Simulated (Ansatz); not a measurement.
**Response to strain in MgTe**

Start from MgTe in the zinc blende structure (space group F-43m, No. 216; a = 6.4393 Å). Axes: x, y, z lie along the cube axes.

Strains are applied to the cell and any free atomic positions relax; under biaxial strain the out-of-plane vector relaxes too.

Computed with PBEsol/PAW in Ansatz (an electronic-structure program), no SOC.

Notes on the quantities. energy relative to the base: free energy F.

| case | energy relative to the base | out-of-plane strain |
|---|---|---|
| base | 0 meV/atom | – |
| biaxial strain −2.50 %, plane normal [001], relaxed out of plane | +4.6 meV/atom | +3.31 % |
| biaxial strain −1.50 %, plane normal [001], relaxed out of plane | +1.6 meV/atom | … |
| biaxial strain −1.00 %, plane normal [001], relaxed out of plane | +0.7 meV/atom | +1.34 % |
| biaxial strain −0.50 %, plane normal [001], relaxed out of plane | +0.2 meV/atom | +0.67 % |
| biaxial strain +1.00 %, plane normal [001], relaxed out of plane | +0.7 meV/atom | … |
| biaxial strain +1.50 %, plane normal [001], relaxed out of plane | +1.5 meV/atom | -2.17 % |
| biaxial strain +2.00 %, plane normal [001], relaxed out of plane | +2.6 meV/atom | -2.91 % |
| biaxial strain +2.50 %, plane normal [001], relaxed out of plane | +4.0 meV/atom | … |
| biaxial strain +3.00 %, plane normal [001], relaxed out of plane | +5.7 meV/atom | -4.45 % |

Question: Some entries are withheld; estimate them.

Answer: 
- biaxial strain −1.50 %, plane normal [001], relaxed out of plane, out-of-plane strain: +2.01 %
- biaxial strain +1.00 %, plane normal [001], relaxed out of plane, out-of-plane strain: -1.44 %
- biaxial strain +2.50 %, plane normal [001], relaxed out of plane, out-of-plane strain: -3.67 %

Stability against distortions was not tested.
